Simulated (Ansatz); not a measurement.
# Effect of O → C on SrTiO3

The parent structure is SrTiO$_{3}$ in the cubic perovskite structure (space group Pm-3m, No. 221; a = 3.936 Å).

Perturbation: C takes the place of O on all its sites; the structure is relaxed again.

Computed with PBE (Ansatz, a program for electronic structure; PAW; 420 eV plane waves; no spin-orbit coupling), earlier PAW set. k-mesh 11×11×11 (Γ-centred); smearing 0.05 eV (Fermi–Dirac), for the changed cell.

The density falls by 0.99 g/cm³, from 4.99 g/cm³ to 4.00 g/cm³ and the lattice parameter a rises by 0.207 Å (3.936 Å → 4.143 Å). The space group is still Pm-3m (No. 221) and the shortest interatomic distance grows by 0.1034 Å, from 1.968 Å to 2.072 Å. The band gap becomes zero (base: 1.85 eV).

Cost of the whole job for the changed cell (relaxation, final SCF and bands): around 29 core-seconds (rough).

No phonon test of stability was made. As relaxed here, SrTiC3 is a hypothetical phase, not in the database extracts checked. All final runs are without spin polarisation. Many cubic perovskites are stable only at high temperature; tilts and polar distortions were not tested. SrTiC3 has a high density of states at the Fermi level and may be magnetic at this level.
